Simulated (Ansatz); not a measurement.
Take Au in the fcc (Cu type) structure (space group Fm-3m, No. 225; a = 4.0830 Å; relaxed with 0.1 eV smearing) as the base. Axes: x, y, z lie along the cube axes.

All numbers come from PBEsol (Ansatz, an electronic-structure program, PAW, no SOC).

For the base:

| Property | Value |
|---|---|
| Shortest interatomic distance | 2.887 Å |

It is then changed as follows: biaxial strain −2.00 %, plane normal [001], relaxed out of plane (Cartesian); in-plane vectors clamped, the third vector and the atoms free.

Q: What happens to the in-plane stress, energy relative to the base and shortest interatomic distance?

A: The mean in-plane stress (compression positive) amounts to +2.1 GPa; the energy increases by 4.2 meV/atom; the shortest interatomic distance falls by 0.058 Å, from 2.887 Å to 2.829 Å.

Stability against distortions was not tested.
